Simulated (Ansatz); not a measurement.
Consider MgO (space group P4_2/mnm, No. 136; a hypothetical phase, not in the database extracts checked).

```cif
data_Mg4O4
_chemical_formula_sum 'Mg4 O4'
_space_group_name_H-M_alt 'P 1'
_space_group_IT_number 1
_cell_length_a 5.51026
_cell_length_b 5.51026
_cell_length_c 3.27633
_cell_angle_alpha 90.000
_cell_angle_beta 90.000
_cell_angle_gamma 90.000
loop_
_space_group_symop_operation_xyz
  'x, y, z'
loop_
_atom_site_label
_atom_site_type_symbol
_atom_site_fract_x
_atom_site_fract_y
_atom_site_fract_z
_atom_site_occupancy
Mg1 Mg 0.32052 0.67948 0.00000 1
Mg2 Mg 0.67948 0.32052 0.00000 1
Mg3 Mg 0.82052 0.82052 0.50000 1
Mg4 Mg 0.17948 0.17948 0.50000 1
O1 O 0.31658 0.31658 0.00000 1
O2 O 0.68342 0.68342 0.00000 1
O3 O 0.18342 0.81658 0.50000 1
O4 O 0.81658 0.18342 0.50000 1
```

All numbers come from PBEsol (Ansatz, an electronic-structure program), spin-orbit coupling left out.

For the base:

```
Quantity               Value
-------------------  -------
Band gap             3.36 eV
Lattice parameter a  5.510 Å
```

Modification: cell and atoms relaxed at a pressure of 0.7 GPa.

### Question
Predict the new band gap.

### Answer
The band gap increases by 0.027 eV, from 3.36 eV to 3.38 eV.

### Question
What happens to the lattice parameter a?

### Answer
The lattice parameter a decreases by 0.015 Å (5.510 Å → 5.495 Å).

Load acts through the strain it causes; cell and atoms are relaxed under it. No phonon test of stability was made.
